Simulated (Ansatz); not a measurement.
The parent structure is Rh in the fcc (Cu type) structure (space group Fm-3m, No. 225; a = 3.802 Å; relaxed with 0.1 eV smearing). Axes: x, y, z lie along the cube axes.

Computed with Kohn–Sham DFT with the r2SCAN functional, run in Ansatz (a program for electronic structure) with PAW and 500 eV plane waves, no SOC.

Strains are applied to the cell and any free atomic positions relax; under biaxial strain the out-of-plane vector relaxes too.

One change was made to it. Results:

The energy grows by 13 meV/atom; the pressure goes from zero to -8.6 GPa.

Q: Which change produced these results?
A. uniaxial strain ε_xx = +3.24 %
B. tensor shear ε_xy = +0.27 %
C. biaxial strain −1.10 %, plane normal [110], relaxed out of plane
D. isotropic strain +1.13 %
E. tensor shear ε_yz = +0.42 %

A: D, isotropic strain +1.13 %. For comparison, the energy relative to the base in the other runs: uniaxial strain ε_xx = +3.24 % gives +19 meV/atom; tensor shear ε_xy = +0.27 % gives +0.2 meV/atom; biaxial strain −1.10 %, plane normal [110], relaxed out of plane gives +6.1 meV/atom; tensor shear ε_yz = +0.42 % gives +0.6 meV/atom.

No phonon test of stability was made. All final runs are without spin polarisation. Rh lies near a magnetic instability that expansion can trigger; it was not tested.
